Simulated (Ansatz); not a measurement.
Start from YN in the rock salt structure (space group Fm-3m, No. 225).

```yaml
crystal:
  lattice:
    - [0.00000, 2.40990, 2.40990]
    - [2.40990, 0.00000, 2.40990]
    - [2.40990, 2.40990, 0.00000]
  atoms:
    - { symbol: Y, position: [0.00000, 0.00000, 0.00000] }
    - { symbol: N, position: [0.50000, 0.50000, 0.50000] }
```

Cartesian axes are those of the cell as printed.

Calculations: LDA/PAW in Ansatz (a first-principles code), scalar-relativistic without spin-orbit coupling.

Before the change:

```
Item                Value
---------------  --------
Volume per atom  14.00 Å³
Pressure          0.0 GPa
```

Modification: compressive biaxial strain of 1.50 % in the plane normal to [001], as in epitaxy on a mismatched substrate; the out-of-plane cell vector and the atoms relax.

**Question.** Estimate the effect on the volume per atom, pressure and energy relative to the base.

**Answer.** The volume per atom falls by 0.32 Å³ (14.00 Å³ → 13.68 Å³); the pressure (mean of the normal stresses, compression positive) goes from zero to 4.6 GPa; the energy increases by 8.8 meV/atom.

A case with no gap was solved on a k-mesh chosen for an insulator, which is coarse for it. Stability against distortions was not tested. The final runs are not spin-polarised. Gaps under 0.05 eV, about the width of the smearing, are given as zero.
